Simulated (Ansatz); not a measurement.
BeS, response to strain

Start from BeS in the zinc blende structure (space group F-43m, No. 216; a = 4.8686 Å). Axes: x, y, z lie along the cube axes.

Strains are applied to the cell and any free atomic positions relax; under biaxial strain the out-of-plane vector relaxes too.

Method: r2SCAN (Ansatz, a program for electronic structure), no spin-orbit coupling.

Notes on the quantities. energy relative to the base: free energy F; in-plane stress: mean in-plane stress (compression positive).

```tsv
change	energy relative to the base	in-plane stress	out-of-plane strain
base	0 meV/atom	–	–
biaxial strain −2.50 %, plane normal [111], relaxed out of plane	+14 meV/atom	+6.6 GPa	+0.94 %
biaxial strain −2.08 %, plane normal [111], relaxed out of plane	+9.7 meV/atom	+5.4 GPa	+0.78 %
biaxial strain −1.67 %, plane normal [111], relaxed out of plane	+6.2 meV/atom	+4.3 GPa	+0.62 %
biaxial strain −1.25 %, plane normal [111], relaxed out of plane	+3.4 meV/atom	+3.1 GPa	+0.46 %
biaxial strain −0.83 %, plane normal [111], relaxed out of plane	+1.5 meV/atom	+2.0 GPa	+0.31 %
biaxial strain −0.42 %, plane normal [111], relaxed out of plane	+0.4 meV/atom	+1.0 GPa	+0.15 %
```

Stability against distortions was not tested.
